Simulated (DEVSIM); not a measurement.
Device: W/SiO2/p-Ge capacitor, at 250 K.

| layer (left to right) | material | thickness (nm) | Na (cm⁻³) |
|---|---|---|---|
| 1 | SiO2 | 7.40 | - |
| 2 | Ge | 2400 | 6.3e16 |

Metal gate on the left, work function 4.6 eV. Fixed charge at the semiconductor interface 1.8e11 cm⁻² (in units of +e); no interface traps.

Constants are typed, rounded textbook-type inputs, not results; the design itself was drawn at random and stands for no fabricated device. Values at 300 K; Nc and Nv go as T^1.5, mobilities as T to minus their exponent, the gap by Varshni's rule with the affinity fixed.

```
parameter         SiO2        Ge
----------------  ----  --------
gap (eV)             9     0.664
affinity (eV)      0.9         4
permittivity       3.9        16
Nc (cm⁻³)            -   1.04e19
Nv (cm⁻³)            -      6e18
Varshni α (eV/K)     -  0.000477
Varshni β (K)        -       235
```

DEVSIM, 1D Poisson equation in equilibrium, Boltzmann statistics, complete ionisation; no quantum confinement or tunnelling. Metal contacts follow the ideal Schottky-Mott rule: no Fermi-level pinning, no interface dipoles.

**Question.** Give the band bending (positive: bands bend down) and minority sheet density.

**Answer.** 
```tsv
Vg (V)	ψs (V)	minority carriers (cm⁻²)
-0.55	-0.089	< 1e8
-0.4	-0.074	< 1e8
-0.25	-0.052	< 1e8
-0.1	-0.016	< 1e8
0.05	0.044	< 1e8
0.2	0.132	< 1e8
0.35	0.235	< 1e8
0.5	0.346	< 1e8
0.65	0.461	5.3e9
0.8	0.538	1.6e11
0.95	0.567	5.0e11
1.1	0.583	8.8e11
```
